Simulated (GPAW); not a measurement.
**Worked example: self-consistent single point of Zr (P6_3/mmc, 4 atoms in the cell) in GPAW**

Level of theory: PBE, GPAW PAW datasets PBE (gpaw-data 1.0.1) (plane waves; GPAW).

This input was run:

```python
from ase import Atoms
from ase.units import GPa
from gpaw import GPAW

atoms = Atoms(['Zr', 'Zr', 'Zr', 'Zr'],
              cell=[[3.223929, 0.000000, 0.000000],
                    [-1.611965, 2.792005, 0.000000],
                    [0.000000, 0.000000, 10.373015]],
              scaled_positions=[[0.000000, 0.000000, 0.000000],
                                [0.000000, 0.000000, 0.500000],
                                [0.333333, 0.666667, 0.250000],
                                [0.666667, 0.333333, 0.750000]],
              pbc=True)

calc = GPAW(mode={'name': 'pw', 'ecut': 550},
            xc='PBE',
            kpts=(11, 11, 3),
            occupations={'name': 'methfessel-paxton', 'width': 0.1, 'order': 0},
            nbands=-12,
            symmetry={'symmorphic': False, 'tolerance': 0.0005},
            maxiter=100)

atoms.calc = calc

energy = atoms.get_potential_energy()
print('Energy (eV):', round(energy, 6))
forces = atoms.get_forces()
print('Forces (eV/Ang):')
print(forces.round(5))
stress = atoms.get_stress()
print('Stress (GPa, Voigt):', (stress / GPa).round(4))
```

Output (repeated stretches shortened):

```
Input parameters:
  kpts: [11 11  3]
  maxiter: 100
  mode: {ecut: 550,
         name: pw}
  nbands: -12
  occupations: {name: methfessel-paxton,
                order: 0,
                width: 0.1}
  symmetry: {symmorphic: False,
             tolerance: 0.0005}
  xc: PBE

species:
  Zr:
    name: Zirconium
    Z: 40.0
    valence: 12
    core: 28
    charge: 0.0
    file: Zr.PBE.gz

    # Using partial waves for Zr as LCAO basis

Reference energy: -391574.284941  # eV

Spin-paired calculation

Convergence criteria:
 Maximum [total energy] change in last 3 cyles: 0.0005 eV / valence electron
 Maximum integral of absolute [dens]ity change: 0.0001 electrons / valence electron
 Maximum integral of absolute [eigenst]ate change: 4e-08 eV^2 / valence electron
 Maximum number of scf [iter]ations: 100

Symmetries present (total): 24
Symmetries with fractional translations: 12
363 k-points: 11 x 11 x 3 Monkhorst-Pack grid
32 k-points in the irreducible part of the Brillouin zone
       k-points in crystal coordinates                weights
   0:     0.00000000    0.00000000    0.00000000          1/363
   1:     0.00000000    0.00000000    0.33333333          2/363
   2:     0.09090909    0.00000000    0.00000000          6/363
   [... 7 lines left out ...]
          ...
  31:     0.45454545    0.45454545    0.33333333         12/363

Wave functions: Plane wave expansion
  Cutoff energy: 550.000 eV
  Number of coefficients (min, max): 2716, 2758
  Pulay-stress correction: 0.000000 eV/Ang^3 (de/decut=0.000000)

Occupation numbers: Methfessel-Paxton:
  width: 0.1000  # eV
  order: 0

Eigensolver

Densities:
  Coarse grid: 18*18*60 grid
  Fine grid: 36*36*120 grid
  Total Charge: 0.000000

Density mixing:
  Method: separate
  Backend: pulay
  Linear mixing parameter: 0.05
  old densities: 5
  Damping of long wavelength oscillations: 50

Hamiltonian:
  XC and Coulomb potentials evaluated on a 36*36*120 grid
  External potential:
    NoExternalPotential

XC parameters: PBE with 2 nearest neighbor stencil

Number of atoms: 4
Number of atomic orbitals: 52
Number of bands in calculation: 36
Number of valence electrons: 48
Bands to converge: occupied

Density initialized from atomic densities
  36 bands from LCAO basis set

Atomic positions and initial magnetic moments

Positions:
   0 Zr     0.000000    0.000000    0.000000    ( 0.0000,  0.0000,  0.0000)
   1 Zr     0.000000    0.000000    5.186508    ( 0.0000,  0.0000,  0.0000)
   2 Zr    -0.000002    1.861338    2.593254    ( 0.0000,  0.0000,  0.0000)
   3 Zr     1.611966    0.930667    7.779761    ( 0.0000,  0.0000,  0.0000)

Unit cell:
           periodic     x           y           z      points  spacing
  1. axis:    yes    3.223929    0.000000    0.000000    18     0.1551
  2. axis:    yes   -1.611965    2.792005    0.000000    18     0.1551
  3. axis:    yes    0.000000    0.000000   10.373015    60     0.1729

  Lengths:   3.223929   3.223930  10.373015
  Angles:   90.000000  90.000000 120.000002

Effective grid spacing dv^(1/3) = 0.1687

     iter     time        total  log10-change:
                         energy   eigst   dens
iter:   1 --:--:--   -29.831939
iter:   2 --:--:--   -29.849021   -0.57  -1.40
iter:   3 --:--:--   -29.431030   -0.87  -1.42
iter:   4 --:--:--   -29.439054   -1.42  -1.81
iter:   5 --:--:--   -29.480794   -1.99  -2.07
iter:   6 --:--:--   -29.455168   -3.00  -2.19
iter:   7 --:--:--   -29.438949   -2.35  -2.38
iter:   8 --:--:--   -29.438585c  -4.00  -3.11
iter:   9 --:--:--   -29.439898c  -3.43  -3.17
iter:  10 --:--:--   -29.439088c  -3.29  -2.93
iter:  11 --:--:--   -29.438389c  -4.52  -3.23
iter:  12 --:--:--   -29.438387c  -5.08  -4.03c
iter:  13 --:--:--   -29.438386c  -6.80  -3.94
iter:  14 --:--:--   -29.438385c  -7.06  -4.15c
iter:  15 --:--:--   -29.438386c  -6.65  -4.33c
iter:  16 --:--:--   -29.438386c  -7.24  -4.40c
iter:  17 --:--:--   -29.438385c  -7.51c -4.49c

Converged after 17 iterations.

Dipole moment: (-0.000000, -0.000000, -0.000000) |e|*Ang

Energy contributions relative to reference atoms: (reference = -391574.284941)

Kinetic:        +12.082371
Potential:      -14.273928
External:        +0.000000
XC:             -28.606613
Entropy (-ST):   -0.037079
Local:           +1.378325
SIC:             +0.000000
--------------------------
Free energy:    -29.456925
Extrapolated:   -29.438385

Showing only first 2 kpts
 Kpt  Band  Eigenvalues  Occupancy
  0    22     10.02463    0.00000
  0    23     10.02464    0.00000
  0    24     10.13874    0.00000
  0    25     10.13875    0.00000

  1    22     10.07090    0.00000
  1    23     10.10894    0.00000
  1    24     10.10895    0.00000
  1    25     10.14507    0.00000

Fermi level: 9.30459

No gap
No difference between direct/indirect transitions
Energy (eV): -29.438385

Forces in eV/Ang:
  0 Zr    0.00000   -0.00000    0.00000
  1 Zr    0.00000   -0.00000    0.00000
  2 Zr   -0.00000   -0.00000    0.00000
  3 Zr    0.00000    0.00000   -0.00000

Stress tensor:
     0.002207     0.000000     0.000000
     0.000000     0.002207     0.000000
     0.000000     0.000000     0.000115
Stress (GPa, Voigt): [0.3537 0.3537 0.0184 0.     0.     0.    ]
```

The run converged in 17 iterations. GPAW prints stress with tension positive.

The starting cell was generated: these elements placed on a structure prototype, without a prior relaxation; it need not be a known phase or ordering of this composition. Its lattice was rescaled by a random factor within 2.5 % of one.

Cost on one core of a shared machine: roughly 70 s.
